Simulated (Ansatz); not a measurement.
## How the smallest direct gap on the k points sampled of InSbO4 (P2₁/c, No. 14, 24 atoms in the cell; start mp-1212067) moves with the method

No measured value is used here.

```json
[
 {"level (code)": "LDA (Ansatz)", "value (eV)": "___"},
 {"level (code)": "PBE (Ansatz)", "value (eV)": "1.20"},
 {"level (code)": "PBE+SOC (Ansatz)", "value (eV)": "1.21"},
 {"level (code)": "PBEsol (Ansatz)", "value (eV)": "1.12"},
 {"level (code)": "r²SCAN (Ansatz)", "value (eV)": "1.81"},
 {"level (code)": "r²SCAN+SOC (Ansatz)", "value (eV)": "1.81"},
 {"level (code)": "HSE06 (Ansatz)", "value (eV)": "___"}
]
```

Fill in the missing entries.


- LDA (Ansatz, an electronic-structure program), value (eV): 1.07
- HSE06 (Ansatz), value (eV): 2.83

Computed values are for a static lattice. Levels without +SOC have no spin–orbit coupling; where heavier elements are present it shifts gaps, mostly down, and can invert bands.  Values are at the PBEsol cell. Cutoffs and k meshes differ between the levels. Ansatz's density-functional and Hartree–Fock values are scalar-relativistic unless marked +SOC, with PAW data made under PBE.

A start named mp-… is a Materials Project structure, which need not be a measured phase.
